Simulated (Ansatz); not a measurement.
Consider PbTe in the rock salt structure (space group Fm-3m, No. 225).

```xyz
2
Lattice="0.0000 3.1898 3.1898 3.1898 0.0000 3.1898 3.1898 3.1898 0.0000" Properties=species:S:1:pos:R:3 pbc="T T T"
Te     3.1898     3.1898     3.1898
Pb     0.0000     0.0000     0.0000
```

Computed with LDA/PAW in Ansatz (a program for electronic structure), spin-orbit coupling left out.

Base values:

The band gap is 0.57 eV and the pressure is 0.00 GPa.

It is then changed as follows: an isotropic linear strain of −1.50 %, atoms relaxed at fixed cell.

Question: Predict the new band gap and pressure.

Answer: The band gap drops by 0.11 eV to 0.46 eV; the pressure goes from zero to 2.45 GPa.

Spin-orbit coupling, missing from the scalar runs, can matter with Pb and Te. Stability against distortions was not tested.
